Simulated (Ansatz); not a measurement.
# Hf: response to strain

Base system: Hf in the hcp (Mg type) structure (space group P6_3/mmc, No. 194; a = 3.1591 Å, c = 4.9999 Å). Axes: x lies along a and z along c of the hexagonal cell.

Strains are applied to the cell and any free atomic positions relax.

Computed with PBEsol (Ansatz, a first-principles code), no spin-orbit coupling.

Candidates:
(a) strain tensor (xx, yy, zz, yz, xz, xy) = (−0.82, +1.26, −1.63, +0.08, −0.74, −1.68) %
(b) isotropic strain −1.98 %
(c) isotropic strain +0.74 %
(d) isotropic strain +5.25 %
(e) strain tensor (xx, yy, zz, yz, xz, xy) = (−1.35, −1.03, −0.35, −0.73, +0.03, −0.27) %

Notes on the quantities. energy relative to the base: free energy F.

Q: Order them by energy relative to the base, lowest first.

A: (c) isotropic strain +0.74 % (+3.7 meV/atom), (e) strain tensor (xx, yy, zz, yz, xz, xy) = (−1.35, −1.03, −0.35, −0.73, +0.03, −0.27) % (+7.1 meV/atom), (a) strain tensor (xx, yy, zz, yz, xz, xy) = (−0.82, +1.26, −1.63, +0.08, −0.74, −1.68) % (+9.2 meV/atom), (b) isotropic strain −1.98 % (+28 meV/atom), (d) isotropic strain +5.25 % (+168 meV/atom)

Without a gap, meshes like the base's 17×17×9 leave anisotropic stresses uncertain by several tenths of a GPa, and small strain energies with them. Whether these cells are dynamically stable was not tested. All final runs are without spin polarisation.
